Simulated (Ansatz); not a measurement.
WSe2: pressure series

Start from WSe2 in the 2H-MoS2 type structure (space group P6_3/mmc, No. 194; layered, stacked along the Cartesian z axis).

```xyz
6
Lattice="3.2791 0.0000 0.0000 -1.6395 2.8397 0.0000 0.0000 0.0000 12.7861" Properties=species:S:1:pos:R:3 pbc="T T T"
W      0.0000     1.8932     3.1965
W      1.6395     0.9466     9.5895
Se     0.0000     1.8932     7.9053
Se     1.6395     0.9466     1.5123
Se     1.6395     0.9466     4.8808
Se     0.0000     1.8932    11.2738
```

Cell and atoms are relaxed at each pressure.

Method: PBE-D3(BJ) (Ansatz, an electronic-structure program; PAW; 420 eV plane waves; spin-orbit coupling left out).

| variant | hole mass | c/a ratio | band gap | smallest direct gap | density |
|---|---|---|---|---|---|
| base | 1.3 mₑ along c, 0.70 mₑ across (at Γ) | 3.899 | 0.87 eV | 1.57 eV | 9.53 g/cm³ |
| pressure −2 GPa | 1.0 mₑ along c, 0.91 mₑ across (at Γ) | 4.042 | 1.08 eV | 1.52 eV | 8.99 g/cm³ |
| pressure −1 GPa | 1.2 mₑ along c, 0.78 mₑ across (at Γ) | 3.949 | 0.95 eV | 1.54 eV | 9.31 g/cm³ |
| pressure 0.3 GPa | 1.3 mₑ along c, 0.69 mₑ across (at Γ) | 3.889 | 0.85 eV | 1.57 eV | 9.59 g/cm³ |
| pressure 0.7 GPa | ? | ? | ? | ? | ? |
| pressure 1.5 GPa | 1.5 mₑ along c, 0.63 mₑ across (at Γ) | 3.854 | 0.78 eV | 1.60 eV | 9.79 g/cm³ |
| pressure 3 GPa | 1.6 mₑ along c, 0.59 mₑ across (at Γ) | 3.825 | 0.71 eV | 1.64 eV | 10.00 g/cm³ |
| pressure 5 GPa | 1.9 mₑ along c, 0.54 mₑ across (at Γ) | 3.800 | 0.63 eV | 1.56 eV | 10.24 g/cm³ |
| pressure 7.5 GPa | 2.2 mₑ along c, 0.50 mₑ across (at Γ) | 3.780 | 0.54 eV | 1.42 eV | 10.51 g/cm³ |
| pressure 10 GPa | 2.5 mₑ along c, 0.47 mₑ across (at Γ) | 3.767 | 0.47 eV | 1.30 eV | 10.74 g/cm³ |

What belongs in the blanks?


- pressure 0.7 GPa, hole mass: 1.4 mₑ along c, 0.67 mₑ across (at Γ)
- pressure 0.7 GPa, c/a ratio: 3.875
- pressure 0.7 GPa, band gap: 0.83 eV
- pressure 0.7 GPa, smallest direct gap: 1.58 eV
- pressure 0.7 GPa, density: 9.66 g/cm³

With W present, leaving out spin-orbit coupling can change the band edges. Load acts through the strain it causes; cell and atoms are relaxed under it. Masses are band curvatures over ±0.01 Å⁻¹ around the edge. Stability against distortions was not tested. Competing high-pressure phases were not computed.
